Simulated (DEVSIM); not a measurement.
Device: Au/SiO2/p-GaSb capacitor, at 300 K.

Layer 1 from the left is SiO2, thickness (nm) 15.0. Layer 2 from the left is GaSb, thickness (nm) 450, Na (cm⁻³) 1.8e18.

Metal gate on the left, work function 5.1 eV. Fixed charge at the semiconductor interface 4.6e11 cm⁻² (in units of +e); interface traps 3e11 cm⁻² eV⁻¹, uniform in energy, neutral level at 0.5 of the gap above the valence band.

The device is made up for the run: typed textbook-type constants, with dimensions and the other settings drawn at random. Values at 300 K.

SiO2: gap (eV) 9, affinity (eV) 0.9, permittivity 3.9. GaSb: gap (eV) 0.726, affinity (eV) 4.06, permittivity 15.7, Nc (cm⁻³) 2.1e17, Nv (cm⁻³) 1.8e19.

Simulated with DEVSIM: 1D Poisson equation in equilibrium, Boltzmann statistics, complete ionisation; no quantum confinement or tunnelling. Metal contacts follow the ideal Schottky-Mott rule: no Fermi-level pinning, no interface dipoles.

Q: What does the simulation give for the flat-band voltage, the minimum of the low-frequency capacitance?

A: flat-band voltage -0.01 V; minimum of the low-frequency capacitance 0.169 μF/cm².
